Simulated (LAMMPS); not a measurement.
Atomistic model of a slab of Ni (fcc) cut on the (110) plane, one half shifted rigidly along [001] and [1-10] of the cubic cell, atoms relaxed along the normal alone.

Computed with machine-learned potential (static), pair style snap, file Ni_Zuo_JPCA2020.quadratic.snap, run in LAMMPS.

The largest energy on the surface is 2630 mJ/m² and the largest energy on the line along [001] comes out as 2090 mJ/m². The cost is about 8 core-minutes (a rough figure).

Potential: file Ni_Zuo_JPCA2020.quadratic.snap of the LAMMPS distribution; its header cites Y. Zuo, C. Chen, X, Li, Z. Deng, Y. Chen, J. Behler, G. Csányi, A. V. Shapeev, A. P. Thompson, M. A. Wood, S. P. Ong, "Performance and Cost Assessment of Machine Learning Interatomic Potentials" J. Phys. Chem. A 124, 4, 731-745 (2020).
